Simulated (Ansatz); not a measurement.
Li3OCl (Pm-3m, No. 221, 5 atoms in the cell; start mp-985585) was calculated with r²SCAN (PAW; Ansatz, a program for electronic structure).

Numerical settings: plane-wave cutoff 560 eV, 10×10×10 k mesh, Fermi–Dirac smearing 0.01 eV, scalar-relativistic PAW data made under PBE.

Cell (relaxed with PBEsol):

```
Li3ClO
1.0
    3.83939     0.00000     0.00000
    0.00000     3.83939     0.00000
    0.00000     0.00000     3.83939
Li Cl O
3 1 1
Direct
  0.00000   0.50000   0.50000
  0.50000   0.00000   0.50000
  0.50000   0.50000   0.00000
  0.00000   0.00000   0.00000
  0.50000   0.50000   0.50000
```

Q: What does this level give for the band gap and Γ–Γ gap?

A: 
band gap: 5.62 eV (direct)
Γ–Γ gap: 6.40 eV

Note: cell and atoms aren't relaxed at this level (pressure 0.5 GPa).

A start named mp-… is a Materials Project structure, which need not be a measured phase.
